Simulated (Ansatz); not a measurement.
Functionals compared on the (110) surface of bcc V in its 1x1 cell, outermost plane spacing 2.12 Å in the ideal cut, in Ansatz (plane waves, PAW). The structure was relaxed with PBE; the other rows are single points on it, each with its references at the same level. Cutoff 420 eV (500 eV for r2SCAN).

Model: 6-atom slab, 10.6 Å thick at the start, 15x15x1 mesh, Fermi-Dirac 0.1 eV, dipole correction, all atoms relaxed; start symmetry kept, larger cells not searched; no spin, no spin-orbit, no U. These notes are the PBE run's.

```tsv
functional	surface energy (J/m²)	work function of the top face (eV)	rough cost of the single point
PBE	2.44	4.73	–
LDA	2.75	4.95	roughly 70 core-seconds
PBEsol	…	…	very roughly 70 core-seconds
RPBE	2.28	4.61	very roughly 60 core-seconds
r2SCAN	2.66	4.84	around 110 core-seconds (rough)
```

What belongs in the gaps?


- PBEsol, surface energy (J/m²): 2.68
- PBEsol, work function of the top face (eV): 4.82

Ansatz is an electronic-structure program.
